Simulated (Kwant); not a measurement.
Kwant, Hückel tight-binding model, one pz orbital an atom, one spin, coherent transport at 0 K. Conductance is in e²/h.

Device: π system c1ccc(cc1)-c1cccc(c1)-c1ccccc1 between two chain leads. The π system is taken as planar. Atoms are numbered from 0 in the order of the SMILES. Site energies (eV, carbon 0): [0.0, 0.0, 0.0, 0.0, 0.0, 0.0, 0.0, 0.0, 0.0, 0.0, 0.0, 0.0, 0.0, 0.0, 0.0, 0.0, 0.0, 0.0]. Bonds (i, j, β in eV): (0,1,-2.7) (1,2,-2.7) (2,3,-2.7) (3,4,-2.7) (4,5,-2.7) (3,6,-2.7) (6,7,-2.7) (7,8,-2.7) (8,9,-2.7) (9,10,-2.7) (10,11,-2.7) (10,12,-2.7) (12,13,-2.7) (13,14,-2.7) (14,15,-2.7) (15,16,-2.7) (16,17,-2.7) (5,0,-2.7) (11,6,-2.7) (17,12,-2.7). Leads: chains of hopping −4.1 eV, joined by −1.4 eV to atoms 7 and 9.

Site energies and bond integrals are typed Hückel values.

Sweep values stay those of the base run.

One input was changed, with this effect: transmission at E = 0 < 1e-12 → 0.031.

Q: Which change was it?
A) contacts moved from atoms [7, 9] to [1, 13]
B) contacts moved from atoms [7, 9] to [0, 13]
C) contacts moved from atoms [7, 9] to [1, 11]
D) contacts moved from atoms [7, 9] to [7, 8]
E) contacts moved from atoms [7, 9] to [7, 11]
F) contacts moved from atoms [7, 9] to [2, 8]

A: D, contacts moved from atoms [7, 9] to [7, 8]
